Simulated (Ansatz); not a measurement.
# The (11-21) surface of beta Ge3N4 in its 1x1 cell (cut with top plane 2 Ge, bottom plane 2 Ge), outermost plane spacing 0.19 Å in the ideal cut (in the relaxation 2 Ge–Ge, 2 Ge–N bonds formed; N ended outermost)

These are PBE (plane waves to 420 eV, PAW; Ansatz, a quantum-chemistry and plane-wave program) values and carry that method's errors.

Model: 70-atom slab, Ge30N40, 11.8 Å thick at the start, 3x3x1 mesh, Fermi-Dirac 0.025 eV, dipole correction, all atoms relaxed; start symmetry kept, larger cells not searched; no spin, no spin-orbit, no U.

The surface energy (mean of both faces) is 1.96 J/m² and the surface energy before relaxation is 2.57 J/m². The ionisation potential (bulk valence edge below the top vacuum level) is 5.85 eV and the gap of the slab on its k-mesh comes out as 0.66 eV. The highest filled level below the top vacuum level comes out as 5.53 eV, the energy released by relaxation is 5.54 eV and the cost is very roughly 110 core-minutes.
